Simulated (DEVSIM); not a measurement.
System: Schottky contact on n-type Si, at 300 K.

```tsv
layer (left to right)	material	thickness (μm)	Nd (cm⁻³)	τn (s)	τp (s)
1	Si	4.30	3.6e15	8.4e-6	8.4e-6
```

Left contact: Schottky, work function 4.94 eV, emission velocity 5.8e6 cm/s. Right contact: ohmic. Voltage is applied to the left contact. Recombination: SRH at mid-gap. Gap narrowing is on: ΔEg = 6.92 meV × (l + √(l² + 0.5)), l = ln(N/1.3e17 cm⁻³), shared equally by both band edges. Mobility is constant in doping. Where it depends on doping, it is μmin + (μ − μmin)/(1 + (N/Nref)^α).

The device is made up for the run: typed textbook-type constants, with dimensions and the other settings drawn at random. Values at 300 K; Nc and Nv go as T^1.5, mobilities as T to minus their exponent, the gap by Varshni's rule with the affinity fixed. The table also holds parameters that only a changed run uses.

| parameter | Si |
|---|---|
| gap (eV) | 1.124 |
| affinity (eV) | 4.05 |
| permittivity | 11.7 |
| Nc (cm⁻³) | 2.86e19 |
| Nv (cm⁻³) | 3.1e19 |
| μn (cm²/Vs) | 1417 |
| μp (cm²/Vs) | 470 |
| μn,min | 52 |
| μp,min | 45 |
| Nref,n | 9.7e16 |
| Nref,p | 2.2e17 |
| αn | 0.68 |
| αp | 0.72 |
| T exponent of μn | 2.3 |
| T exponent of μp | 2.2 |
| Cn (cm⁶/s) | 2.8e-31 |
| Cp (cm⁶/s) | 9.9e-32 |
| Varshni α (eV/K) | 0.000473 |
| Varshni β (K) | 636 |

DEVSIM, 1D drift-diffusion, Boltzmann statistics, complete ionisation; no tunnelling, impact ionisation, image-force lowering or self-heating. Metal contacts follow the ideal Schottky-Mott rule: no Fermi-level pinning, no interface dipoles.

Base results: dark forward voltage at 1 A/cm² (V) 0.455; largest field in the device at zero bias (V/cm) 27000; dark forward voltage at 100 A/cm² (V) 0.630; potential step across the device at zero bias (V) 0.658.

Task: What follows from this one change: temperature 300 → 350 K?

Result: dark forward voltage at 1 A/cm² 0.455 → 0.376 V; largest field in the device at zero bias 27000 → 30000 V/cm; dark forward voltage at 100 A/cm² 0.630 → 0.577 V; potential step across the device at zero bias 0.658 → 0.612 V.

Task: What follows from this one change: metal work function 4.94 → 5.04 eV?

Result: dark forward voltage at 1 A/cm² 0.455 → 0.545 V; largest field in the device at zero bias 27000 → 46000 V/cm; dark forward voltage at 100 A/cm² 0.630 → 0.694 V; potential step across the device at zero bias 0.658 → 0.758 V.

Task: What follows from this one change: thickness of layer 1 4.3 → 2.6 μm?

Result: dark forward voltage at 1 A/cm² little changed (0.455 V); largest field in the device at zero bias little changed (27000 V/cm); dark forward voltage at 100 A/cm² 0.630 → 0.609 V; potential step across the device at zero bias little changed (0.658 V).

Task: What follows from this one change: doping Nd of layer 1 3.6e+15 → 1.1e+14 cm^-3?

Result: dark forward voltage at 1 A/cm² 0.455 → 0.471 V; largest field in the device at zero bias 27000 → 6900 V/cm; dark forward voltage at 100 A/cm² 0.630 → 0.999 V; potential step across the device at zero bias 0.658 → 0.568 V.

Task: What follows from this one change: doping-dependent mobility in place of the constant one?

Result: dark forward voltage at 1 A/cm² little changed (0.456 V); largest field in the device at zero bias little changed (27000 V/cm); dark forward voltage at 100 A/cm² 0.630 → 0.635 V; potential step across the device at zero bias little changed (0.658 V).
